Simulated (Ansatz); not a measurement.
## Li: response to strain

Take Li in the bcc (W type) structure (space group Im-3m, No. 229; relaxed with 0.1 eV smearing) as the base.

```xyz
1
Lattice="-1.7171 1.7171 1.7171 1.7171 -1.7171 1.7171 1.7171 1.7171 -1.7171" Properties=species:S:1:pos:R:3 pbc="T T T"
Li     0.0000     0.0000     0.0000
```

Cartesian axes are those of the cell as printed.

Strains are applied to the cell and any free atomic positions relax; under biaxial strain the out-of-plane vector relaxes too.

Computed with PBEsol/PAW in Ansatz (a quantum-chemistry and plane-wave program), spin-orbit coupling left out.

Candidates:
(a) biaxial strain −1.50 %, plane normal [001], relaxed out of plane
(b) biaxial strain +1.50 %, plane normal [001], relaxed out of plane
(c) biaxial strain −3.00 %, plane normal [001], relaxed out of plane

Order them by out-of-plane strain, lowest first.

(b) biaxial strain +1.50 %, plane normal [001], relaxed out of plane (-2.49 %), (a) biaxial strain −1.50 %, plane normal [001], relaxed out of plane (+2.94 %), (c) biaxial strain −3.00 %, plane normal [001], relaxed out of plane (+6.28 %)

Whether these cells are dynamically stable was not tested.
